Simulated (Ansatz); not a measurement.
Defect calculation: V_Al+Si_Al in metastable zinc-blende AlN

Method: PBE, PAW (plane waves to 420 eV; Ansatz, a quantum-chemistry and plane-wave program). The supercell holds 64 host sites (2×2×2 repeats of the unit cell), with a 2×2×2 shifted k-point sampling for the final energies. Sites at the start: the Al site; Al 3.11 Å away. Finite-size correction: monopole term and site-potential alignment. Dielectric constants: PBE linear response of the host. Host gap at this level: 3.31 eV. A cell of this size leaves errors of a few tenths of an eV. The semilocal functional narrows the gap, so deep levels can fall outside it. Spin–orbit coupling is left out. Each state is the lowest found from its start.

Formation energies E_f are given with the Fermi level at the valence-band maximum. Chemical conditions: N-rich (Δμ(Al) = -2.69 eV, Δμ(Si) = -2.47 eV, bounded by beta Si3N4; only phases computed here count, gases as isolated molecules at 0 K). Reference phases: Al: fcc Al, Si: silicon.

```json
[
 {"charge": "0", "moment (μB)": "2.0", "largest move off a lattice site (Å)": "0.24", "image correction with alignment (eV)": "0.00", "E_f, N-rich (eV)": "5.02", "above the lowest spin state (eV)": "0.00"},
 {"charge": "0†", "moment (μB)": "not spin-polarised", "largest move off a lattice site (Å)": "0.25", "image correction with alignment (eV)": "0.00", "E_f, N-rich (eV)": "5.42", "above the lowest spin state (eV)": "0.40"},
 {"charge": "−1†", "moment (μB)": "1.0", "largest move off a lattice site (Å)": "0.25", "image correction with alignment (eV)": "0.50", "E_f, N-rich (eV)": "–", "above the lowest spin state (eV)": "0.00"},
 {"charge": "−1†", "moment (μB)": "1.0", "largest move off a lattice site (Å)": "0.25", "image correction with alignment (eV)": "0.50", "E_f, N-rich (eV)": "–", "above the lowest spin state (eV)": "0.00"},
 {"charge": "−2", "moment (μB)": "not spin-polarised", "largest move off a lattice site (Å)": "0.27", "image correction with alignment (eV)": "1.42", "E_f, N-rich (eV)": "8.49", "above the lowest spin state (eV)": "0.00"},
 {"charge": "−2", "moment (μB)": "0.0", "largest move off a lattice site (Å)": "0.27", "image correction with alignment (eV)": "1.42", "E_f, N-rich (eV)": "8.49", "above the lowest spin state (eV)": "0.00"}
]
```

† Not settled in this cell, so no level is given: charge −1: a level filled in part.

Starting moments that weren't kept: charge −1 began with 3 μB and ended with 1.0; charge −2 began with 2 μB and ended with 0.0.

Flagged in the runs: a strain field that reaches the edge of the cell.

All states together cost roughly 50 core-minutes.
